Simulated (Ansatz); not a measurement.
Results of LDA (Ansatz, an electronic-structure program, plane waves, PAW) for C11b WSi2.

Settings: plane-wave cutoff 520 eV, 24×24×24 k mesh, Fermi–Dirac smearing 0.05 eV, no spin polarisation, scalar-relativistic PAW data made under PBE.

The cell is scaled about its equilibrium volume:

Shape and atoms are relaxed at each volume.

```
V (Å³/atom)  P (GPa)  c (Å)  a (Å)
-----------  -------  -----  -----
12.617         10.61  7.682  3.139
12.880          5.02  7.727  3.162
13.142          0.00  7.772  3.185
13.405         -4.51  7.816  3.208
13.668         -8.56  7.860  3.230
```

Note: the bulk modulus comes from volumes at which shape and atoms were relaxed.
